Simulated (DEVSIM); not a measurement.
Structure: abrupt GaAs p-n junction, at 300 K.

| layer (left to right) | material | thickness (μm) | Nd (cm⁻³) | Na (cm⁻³) | τn (s) | τp (s) |
|---|---|---|---|---|---|---|
| 1 | GaAs | 0.590 | - | 1.7e15 | 6.5e-9 | 6.5e-9 |
| 2 | GaAs | 160 | 2.3e15 | - | 6.5e-9 | 6.5e-9 |

Left contact: ohmic. Right contact: ohmic. Voltage is applied to the left contact. Recombination: SRH at mid-gap, Auger. Mobility is constant in doping.

This is a model device: material constants are rounded textbook-type values typed into the input, and sizes, dopings and lifetimes were drawn at random. Values at 300 K.

```
parameter        GaAs
-------------  ------
gap (eV)        1.424
affinity (eV)    4.07
permittivity     12.9
Nc (cm⁻³)      4.7e17
Nv (cm⁻³)        9e18
μn (cm²/Vs)      8500
μp (cm²/Vs)       400
Cn (cm⁶/s)      1e-30
Cp (cm⁶/s)      1e-30
```

DEVSIM, 1D drift-diffusion, Boltzmann statistics, complete ionisation; no tunnelling, impact ionisation, image-force lowering or self-heating.

Give the small-signal capacitance in reverse bias (quasi-static).


```json
[
 {"V (V)": "-0.1", "C (nF/cm²)": "10.1"},
 {"V (V)": "-0.25", "C (nF/cm²)": "9.72"},
 {"V (V)": "-0.5", "C (nF/cm²)": "9.19"},
 {"V (V)": "-0.75", "C (nF/cm²)": "8.75"},
 {"V (V)": "-1", "C (nF/cm²)": "8.37"},
 {"V (V)": "-1.5", "C (nF/cm²)": "7.74"},
 {"V (V)": "-2", "C (nF/cm²)": "7.24"},
 {"V (V)": "-2.5", "C (nF/cm²)": "6.83"},
 {"V (V)": "-3.25", "C (nF/cm²)": "6.32"},
 {"V (V)": "-4", "C (nF/cm²)": "5.92"},
 {"V (V)": "-5", "C (nF/cm²)": "5.48"}
]
```
